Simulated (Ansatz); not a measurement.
**Short convergence ladders for TaSb2 (Cm, 6 atoms in the cell)**

```xyz
6
Lattice="5.1531 -1.8544 0.0000 5.1531 1.8544 0.0000 -4.2584 0.0000 7.2209" Properties=species:S:1:pos:R:3 pbc="T T T"
Ta     5.2949     0.0000     5.9062
Ta     0.7529     0.0000     1.3647
Sb    -0.7513     0.0000     3.8654
Sb     6.7991     0.0000     3.3556
Sb     3.7003     0.0000     0.7965
Sb     2.3474     0.0000     6.4244
```

Base method: PBEsol, default PAW files made with PBE (plane waves; Ansatz, a quantum-chemistry and plane-wave program).

Base settings: basis.ecutwfc = 420 eV; kpoints.mp_grid.grid = 4 4 2; hamiltonian.xc = pbesol; hamiltonian.pseudopotentials = {kind: paw} (the program's default PAW files); scf.occupations.method = gaussian; scf.occupations.width = 0.1 eV.

The count of work is k-points × plane waves × bands × iterations; it is no time. Core times come from one kind of shared machine, to one figure; runs under 30 s give none.

**The cutoff for other potential files**

Level: DFT, PBEsol, plane waves, harder PAW files (source: ansatz) made with PBE.

In this ladder: hamiltonian.pseudopotentials = {kind: paw, source: ansatz}.

The second cell is the first with its lattice scaled by 0.98.

The mesh stays at the base's, so the ladder's end is converged at best in this setting alone.

The first pressure column holds Ansatz's estimate of the finite-basis (Pulay) stress, which hides part of the cutoff error; the other is without it.

Only quantities that move along the ladder and can be compared are tabulated.

| basis.ecutwfc | free energy less the last step's (meV/atom) | energy of the compressed cell less the first (meV/atom) | pressure (GPa) | pressure without the Pulay estimate (GPa) | largest difference of a force vector from the last step's (eV/Å) | count of work / last |
|---|---|---|---|---|---|---|
| 235 eV | 14087.49 | 66.25 | -0.80 | -567.56 | 0.778 | 0.091 |
| 285 eV | 2265.24 | -10.80 | -4.07 | -113.12 | 0.077 | 0.13 |
| 365 eV | 107.75 | -2.99 | -3.78 | -11.20 | 0.006 | 0.21 |
| 440 eV | 4.06 | -3.07 | -3.80 | -4.16 | 0.001 | 0.28 |
| 520 eV | 0.49 | -3.17 | -3.80 | -3.81 | 0.000 | 0.35 |
| 625 eV | 0.32 | -3.17 | -3.80 | -3.81 | 0.000 | 0.47 |
| 780 eV | 0.14 | -3.18 | -3.80 | -3.81 | 0.000 | 0.65 |
| 1040 eV | 0.00 | -3.18 | -3.81 | -3.81 | 0.000 | 1.0 |

Coarsest basis.ecutwfc that holds the pressure without the Pulay estimate within 0.5 GPa of the last step, with all finer ones: 440 eV, at 0.28 of the last step's count of work; the step before is off by 7.4 GPa.

Coarsest basis.ecutwfc that holds the energy of the compressed cell less the first within 2 meV/atom of the last step, with all finer ones: 365 eV, at 0.21 of the last step's count of work; the step before is off by 7.6 meV/atom.

Coarsest basis.ecutwfc that holds the free energy within 2 meV/atom of the last step, with all finer ones: 520 eV, at 0.35 of the last step's count of work; the step before is off by 4.1 meV/atom.

The energy difference between the two cells stays within 1 meV/atom of the last step's from 365 eV on, the total only from 520 eV on: much of the error is common to both cells and cancels.

At the lowest cutoff the pressure without the Pulay estimate lies 564 GPa under the last step's, the usual sign of Pulay stress in an incomplete plane-wave basis.

**The relaxed cell against the cutoff**

On TaSb₂ (C2/m, 6 atoms in the cell): atoms on their sites.

In this ladder: relax = cell and atoms.

The mesh stays at the base's, so the ladder's end is converged at best in this setting alone.

Only quantities that move along the ladder and can be compared are tabulated.

| basis.ecutwfc | relaxed volume (Å³/atom) | relaxation steps | core time / last (rough) |
|---|---|---|---|
| 250 eV | 22.288 | 35 | 0.7 |
| 295 eV | 22.159 | 14 | 0.5 |
| 355 eV | 22.140 | 9 | – |
| 420 eV | 22.137 | 7 | 0.3 |
| 505 eV | 22.137 | 7 | 0.6 |
| 630 eV | 22.136 | 7 | 0.6 |
| 840 eV | 22.136 | 7 | 1 |

Coarsest basis.ecutwfc that holds the relaxed volume within 0.044 Å³/atom of the last step, with all finer ones: 295 eV; the step before is off by 0.15 Å³/atom.

At the lowest cutoff the cell relaxes to a volume 0.7 % larger than at the highest. Ansatz relaxes on a stress corrected for the finite basis.

On the base run: the starting cell comes from a database of computed structures (which also holds hypothetical and non-ambient phases and stackings), without a prior relaxation at this level. Its lattice was rescaled by up to half a per cent. One atom was moved a little off its site on purpose. Spin polarisation is off. Without a gap this mesh is coarse (it stands for a supercell whose shortest vector is 15 Å).

Left out of this page: 1 run of the series failed or unconverged.

Keys are those of Ansatz 0.2.
